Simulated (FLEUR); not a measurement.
Equation of state of rock-salt MgO (space group 225): energy against volume (FLEUR, PBE)

```yaml
crystal:
  lattice:
    - [0.00000, 2.06757, 2.06757]
    - [2.06757, 0.00000, 2.06757]
    - [2.06757, 2.06757, 0.00000]
  atoms:
    - { symbol: Mg, position: [0.00000, 0.00000, 0.00000] }
    - { symbol: O, position: [0.50000, 0.50000, 0.50000] }
```

Method: PBE, all-electron FLAPW (FLEUR), scalar-relativistic valence (FLEUR). Settings: Kmax = 4.56 1/bohr; GmaxXC = 22.8 1/bohr; xcFunctional = pbe; jspins = 1; l_soc = F; mode = hist; fermiSmearingEnergy = 0.00036749 Htr; mesh (inpgen div1-3) = 13 13 13; inpgen gamma flag = false; Gmax = 22.8 1/bohr; numbands = 0; maxIterBroyd = 25; imix = Anderson; alpha = 0.05; precondParam = 0; minDistance = 1e-05 me/bohr^3. The cell above is the first row's. The rows scale it uniformly. In all rows fractional positions and the k mesh are held. E is the free energy at the stated smearing, counted from the lowest row.

| V (Å^3/atom) | E (meV/atom) |
|---|---|
| 8.8386 | ? |
| 9.0307 | 23.08 |
| 9.2228 | 10.99 |
| 9.4150 | 3.48 |
| 9.6071 | 0.00 |
| 9.7993 | 0.24 |
| 9.9914 | 3.94 |
| 10.1836 | 10.57 |
| 10.3757 | 20.03 |

Q: Fit E against V with the third-order Birch-Murnaghan form, a cubic in V^(-2/3), and predict the withheld value at V = 8.8386.

A: With u = V^(-2/3) - 0.220, the rows have u = 0.010596, 0.007383, 0.004278, 0.001278, -0.001625, -0.004433, -0.007154, -0.009789. Least squares gives E = -0.313 - 18.55·u + 210241·u² - 14645·u³. Residuals (row less fit): 0.002, -0.014, 0.026, -0.007, -0.032, 0.038, -0.015, 0.001; standard error 0.030 (degrees of freedom: 4). Its minimum lies at u = 0.000044, so V0 = (0.220044)^(-3/2) = 9.688. There d²E/du² = 420500 and d³E/du³ = -87870, so B0 = (4/9) × 9.688^(-7/3) × 420500 × 0.160218 = 150 GPa (the last factor turns the table's units into GPa), and B0' = 4 + (2/3) × 0.220044 × (-87870)/420500 = 4.0. At the withheld row, u = 0.013926, so E = -0.313 - 18.55 × 0.013926 + 210241 × 0.013926² - 14645 × 0.013926³ = 40.162 meV/atom. The calculation gives 40.22 meV/atom, 0.058 meV/atom above the prediction (0.1 % of the range of E in the table). The row lies outside the fitted rows, so this is an extrapolation. From the scatter of the fitted rows alone, a prediction at this place has a standard error of 0.089 meV/atom, so the miss is 0.7 times that.

Carrying the step between the two nearest rows on in a straight line would have given 35.17, off by 5.05; series whose last step already gives the withheld value aren't shown. The scan was laid around a cell of about the measured size, scaled by a guess for this functional. The runs keep the symmetry of the cell, so they don't test it for distortions. Values depend on the basis (sphere radii, cutoffs, local orbitals), which need not be converged. Cutoffs and mesh are single choices, not tested for convergence of this quantity. Series with a scatter that would blur these digits, or in which a gap closes, are not shown. Nor are scans whose minimum lies at an end fitted in this form.
